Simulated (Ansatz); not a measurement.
The reference is SnO in the litharge type structure (space group P4/nmm, No. 129; a = 3.8371 Å, c = 4.7586 Å; layered, stacked along the Cartesian z axis).

Levels (all Ansatz, a quantum-chemistry and plane-wave program, PAW): PBE-D3(BJ) (420 eV, without spin-orbit coupling); r2SCAN (500 eV, no SOC); PBE+SOC (420 eV, noncollinear with spin-orbit coupling).

One geometry, relaxed with PBE-D3(BJ), under each level:

| level | band gap |
|---|---|
| PBE-D3(BJ) | zero |
| r2SCAN | 0.11 eV |
| PBE+SOC | zero |

Single points use the geometry relaxed with PBE-D3(BJ). Differences between runs with and without spin-orbit coupling are approximate. Whether these cells are dynamically stable was not tested. The runs without spin-orbit coupling are not spin-polarised. A zero or small gap of SnO can be the functional's error rather than a property of the material.
